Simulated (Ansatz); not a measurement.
Start from SrCoO₃ in the cubic perovskite structure (space group Pm-3m, No. 221; a = 3.769 Å; ferromagnetic).

All numbers come from DFT with PBEsol, PAW potentials and a 420 eV plane-wave cutoff in Ansatz (a quantum-chemistry and plane-wave program), no spin-orbit coupling.

Before the change:

- Lattice parameter a = 3.769 Å

Modification: every Co is replaced by As, then cell and atoms are relaxed.

What does the calculation give for the lattice parameter a after the change?

The lattice parameter a rises by 0.152 Å, from 3.769 Å to 3.921 Å.

Whether these cells are dynamically stable was not tested. For SrAsO3 in this form, whether it has been made was not checked. No Hubbard U is applied and the magnetic state is the run's own (SrCoO3 ferromagnetic); small cells can't hold the antiferromagnetic order that many such compounds have, so gaps and moments can be off. Spin-polarised in the final run: base; the other runs are not. An odd electron count without spin: SrAsO3. Many cubic perovskites are stable only at high temperature; tilts and polar distortions were not tested.
